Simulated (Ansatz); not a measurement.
Input:

```
CELL_PARAMETERS angstrom
      5.10334     0.00000     0.00000
      2.55167     4.41962     0.00000
      2.55167    -1.47321     4.41535
ATOMIC_POSITIONS crystal
  Ga 0.28604 0.35698 0.07093
  Ga 0.71396 0.14302 0.42907
  Ga 0.71396 0.64302 0.92907
  Ga 0.28604 0.85698 0.57093
  O  0.80237 0.94763 0.75000
  O  0.50000 0.55237 0.75000
  O  0.19763 0.25000 0.75000
  O  0.19763 0.05237 0.25000
  O  0.50000 0.44763 0.25000
  O  0.80237 0.75000 0.25000
```

No spin polarisation.

Method: DFT with PBEsol, PAW potentials and a 420 eV plane-wave cutoff in Ansatz (a first-principles code), scalar-relativistic without spin-orbit coupling. Settings: 8×8×8 k-points, 0.05 eV Fermi–Dirac smearing.

Task: Predict the smallest direct gap and band gap.

Result: The smallest direct gap is 2.51 eV and the band gap is 2.33 eV.

The cells carry an imposed strain or load. No phonon test of stability was made. The cell was made from Ga2O3 in the corundum structure (space group R-3c, No. 167) by this change: biaxial strain +2.06 %, plane normal [001], relaxed out of plane.
